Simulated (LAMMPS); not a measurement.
Pressure dependence of Ta (bcc) at 4280 K, from the melt.

Computed with classical MD, pair style meam, file library.meam (library.meam-Ta) (LAMMPS).

```json
[
 {"P (GPa)": "0", "state": "liquid", "volume": "23.05 ± 0.03 Å³/atom", "coordination number": "7.15 (counted to 3.46 Å)", "self-diffusion coefficient of Ta (not corrected for cell size)": "(7.6 ± 0.2) × 10^-5 cm²/s"},
 {"P (GPa)": "2", "state": "liquid", "volume": "22.26 ± 0.02 Å³/atom", "coordination number": "7.74 (counted to 3.50 Å)", "self-diffusion coefficient of Ta (not corrected for cell size)": "(6.6 ± 0.2) × 10^-5 cm²/s"},
 {"P (GPa)": "5", "state": "liquid", "volume": "21.373 ± 0.010 Å³/atom", "coordination number": "8.4 (counted to 3.54 Å)", "self-diffusion coefficient of Ta (not corrected for cell size)": "(7.5 ± 0.1) × 10^-5 cm²/s"}
]
```

Caution: the potential MEAM library.meam-Ta is a first-neighbour MEAM set with a 4 Å cutoff, used here without a parameter file and away from the static properties it was fitted to.

Caution: a run this short can hold a crystal over, or a liquid under, the potential's own melting point, which these runs don't give.

Caution (row 2): enthalpy drifts during the constant-pressure average: a transition or slow ageing; fluctuation values are void.

Estimate the isothermal bulk modulus at zero pressure. A parabola P(ln V) through the three points gives −dP/d ln V = 50 GPa at zero pressure.

States go by the mean squared displacement: a species diffuses where it passes 1.5 Å², still rises and gives D over 1e-6 cm²/s; a crystal has left its structure where atoms lie 0.35 Å off their sites on average or a cubic box changes its shape by 3 %, or the axial ratios of another lie 8 % off the starting cell's, which the potential's own relaxation can also do.

Errors of D are the spread over four groups of atoms in one short run; a floor of about 5 %, a picked value, is safer.

The ± values are statistical; the model's systematic error is not in them.
